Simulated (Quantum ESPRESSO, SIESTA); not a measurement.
A SIESTA input for a self-consistent single point of SiNi (P2_13, 8 atoms in the cell) (DFT, GGA PBEsol, numerical atomic orbitals TZP, PseudoDojo PBEsol standard norm-conserving potentials (rewritten from UPF to PSML)):

```
# files in the folder: Si.psml Ni.psml (PseudoDojo PBEsol standard)
SystemName  SiNi
SystemLabel siesta

NumberOfAtoms                8
NumberOfSpecies              2
%block ChemicalSpeciesLabel
  1 14 Si
  2 28 Ni
%endblock ChemicalSpeciesLabel
LatticeConstant              1.0 Bohr
%block LatticeVectors
     8.478399877    0.000000000    0.000000000
     0.000000000    8.478399877    0.000000000
     0.000000000    0.000000000    8.478399877
%endblock LatticeVectors
AtomicCoordinatesFormat      Ang
%block AtomicCoordinatesAndAtomicSpecies
     2.930496846    0.687208846    1.556079154  1
     3.799367154    3.799367154    3.799367154  1
     0.687208846    1.556079154    2.930496846  1
     1.556079154    2.930496846    0.687208846  1
     1.572544888    3.815832888    2.914031112  2
     0.670743112    0.670743112    0.670743112  2
     3.815832888    2.914031112    1.572544888  2
     2.914031112    1.572544888    3.815832888  2
%endblock AtomicCoordinatesAndAtomicSpecies

XC.functional                GGA
XC.authors                   PBEsol
PAO.BasisSize                TZP
PAO.EnergyShift              0.01 Ry
MeshCutoff                   350 Ry
%block kgrid.MonkhorstPack
    8   0   0  0.0
    0   8   0  0.0
    0   0   8  0.0
%endblock kgrid.MonkhorstPack
OccupationFunction           MP
OccupationMPOrder            0
ElectronicTemperature        0.2 eV

MaxSCFIterations             150
SCF.Mixer.Method             Pulay
SCF.Mixer.Weight             0.25
SCF.Mixer.History            6
SCF.DM.Tolerance             1.0E-04
Diag.ParallelOverK           true
WriteForces                  true
Charge.Mulliken              end
```

Task: Give the Quantum ESPRESSO input for the same structure, mesh, smearing and functional.

Result: This is the input that was run; spellings and numerical settings could be chosen otherwise.

```fortran
&control
  calculation = 'scf'
  prefix = 'scf'
  outdir = './tmp/'
  pseudo_dir = './'
  tprnfor = .true.
  tstress = .true.
/
&system
  ibrav = 1
  celldm(1) = 8.4783998773
  nat = 8
  ntyp = 2
  ecutwfc = 50
  ecutrho = 300
  occupations = 'smearing'
  smearing = 'gaussian'
  degauss = 0.0147
  input_dft = 'pbesol'
/
&electrons
  conv_thr = 1e-10
  mixing_beta = 0.3
/
ATOMIC_SPECIES
Si    28.0850  Si.pbe-n-kjpaw_psl.1.0.0.UPF
Ni    58.6934  Ni.pbe-n-kjpaw_psl.1.0.0.UPF
ATOMIC_POSITIONS angstrom
Si    2.9304968459    0.6872088459    1.5560791541
Si    3.7993671541    3.7993671541    3.7993671541
Si    0.6872088459    1.5560791541    2.9304968459
Si    1.5560791541    2.9304968459    0.6872088459
Ni    1.5725448880    3.8158328880    2.9140311120
Ni    0.6707431120    0.6707431120    0.6707431120
Ni    3.8158328880    2.9140311120    1.5725448880
Ni    2.9140311120    1.5725448880    3.8158328880
K_POINTS automatic
8 8 8  0 0 0
```

Basis settings and potentials, where a program has them, do not carry over. This input uses DFT, PBEsol, plane waves, PSlibrary PAW (PBE) pseudopotentials.

The starting cell comes from a database of computed structures (which also holds hypothetical and non-ambient phases and stackings), without a prior relaxation at this level. Its lattice was rescaled by a random factor within 2.5 % of one.
